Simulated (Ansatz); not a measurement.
The parent structure is TiN in the rock salt structure (space group Fm-3m, No. 225; a = 4.233 Å).

All numbers come from r2SCAN/PAW in Ansatz (a program for electronic structure), spin-orbit coupling left out.

For the base:

```
Property              Result
-------------------  -------
Lattice parameter a  4.233 Å
```

It is then changed as follows: a hydrostatic pressure of 15 GPa.

**Question.** What does the calculation give for the lattice parameter a after the change?

**Answer.** The lattice parameter a drops by 0.0645 Å to 4.168 Å.

Load acts through the strain it causes; cell and atoms are relaxed under it. No phonon test of stability was made. Competing high-pressure phases were not computed. The final runs are not spin-polarised. An odd electron count without spin: TiN.
